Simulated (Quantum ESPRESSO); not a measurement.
**Habitual settings against a tight run: B4OsW (P-6m2, 6 atoms in the cell)**

Self-consistent single point.

```xyz
6
Lattice="2.8559 0.0000 0.0000 -1.4279 2.4732 0.0000 0.0000 0.0000 7.3572" Properties=species:S:1:pos:R:3 pbc="T T T"
B      0.0000     0.0000     5.2028
B      0.0000     0.0000     2.1544
B      1.4279     0.8244     5.8755
B      1.4279     0.8244     1.4817
Os     0.0000     0.0000     0.0000
W      1.4279     0.8244     3.6786
```

Method: LDA (PZ), GBRV 1.5 ultrasoft (LDA) pseudopotentials (plane waves; Quantum ESPRESSO).

Base settings: ecutwfc = 40 Ry; ecutrho = 320 Ry; occupations = smearing; smearing = cold; degauss = 0.0147 Ry; potentials = {B: b_lda_v1.4.uspp.F.UPF, Os: os_lda_v1.2.uspp.F.UPF, W: w_lda_v1.2.uspp.F.UPF}; K_POINTS = automatic 13 13 5 0 0 0; conv_thr = 1e-09 Ry.

Tight run (finer mesh or higher cutoff; not a proven limit): ecutwfc: 40 Ry → 56 Ry; ecutrho: 320 Ry → 448 Ry; conv_thr: 1e-09 Ry → 7.3e-11 Ry; K_POINTS: automatic 13 13 5 0 0 0 → automatic 18 18 7 0 0 0. It gave Fermi level (on the code's own zero) 19.36 eV; pressure 14.95 GPa; largest force (vector length) 0.096 eV/Å.

Quick runs, as changes from the base:
- A: the base itself
- B: degauss: 0.0147 Ry → 0.036749 Ry; K_POINTS: automatic 13 13 5 0 0 0 → automatic 4 4 4 1 1 1
- C: ecutwfc: 40 Ry → 30 Ry; ecutrho: 320 Ry → 240 Ry; pseudopotentials: {B: b_lda_v1.4.uspp.F.UPF, Os: os_lda_v1.2.uspp.F.UPF, W: w_lda_v1.2.uspp.F.UPF} → {B: B_pbe_v1.01.uspp.F.UPF, Os: Os_pbe_v1.2.uspp.F.UPF, W: W_pbe_v1.2.uspp.F.UPF}; K_POINTS: automatic 13 13 5 0 0 0 → automatic 6 6 6 0 0 0; input_dft: default → pbesol [PBEsol]
- D: ecutwfc: 40 Ry → 32 Ry; ecutrho: 320 Ry → 256 Ry; conv_thr: 1e-09 Ry → 7.3e-05 Ry; K_POINTS: automatic 13 13 5 0 0 0 → automatic 2 2 2 0 0 0
- E: ecutwfc: 40 Ry → 24 Ry; ecutrho: 320 Ry → 192 Ry; smearing: cold → fd; degauss: 0.0147 Ry → 0.019992 Ry; K_POINTS: automatic 13 13 5 0 0 0 → automatic 1 1 1 1 1 1
- F: ecutwfc: 40 Ry → 20 Ry; ecutrho: 320 Ry → 160 Ry; K_POINTS: automatic 13 13 5 0 0 0 → automatic 4 4 4 0 0 0

Energies are extrapolated to zero smearing width, which holds to low order in the width alone (under cold and Methfessel-Paxton smearing the free energy itself is taken).

Dashes: energy of C, another energy zero; pressure of D, not trusted under this conv_thr with d or f elements.

† marks runs with another functional, U, potentials or spin treatment: their distance from the tight run is not a convergence error alone.

The count of work is k-points × plane waves × bands × iterations; it is no time. 

The starting cell comes from a database of computed structures (which also holds hypothetical and non-ambient phases and stackings), without a prior relaxation at this level. Its lattice was rescaled by a random factor within 2.5 % of one. Spin polarisation is off. In the base run, with a pressure of about 14 GPa the cell is away from its equilibrium volume at this level.

| run | energy less tight (meV/atom) | pressure less tight (GPa) | largest miss in a force vector (eV/Å) | count of work / tight |
|---|---|---|---|---|
| A | 16.4 | -0.94 | 0.014 | 0.24 |
| B | 21.1 | -0.86 | 0.038 | 0.042 |
| C† | – | 1.48 | 0.076 | 0.069 |
| D | 480.9 | – | 1.069 | 0.0080 |
| E | 797.1 | -29.43 | 1.081 | 0.0021 |
| F | 1672.4 | -130.95 | 0.545 | 0.015 |

Among the runs at the tight run's level, the energy misses run from 16.4 to 1672.4 meV/atom.
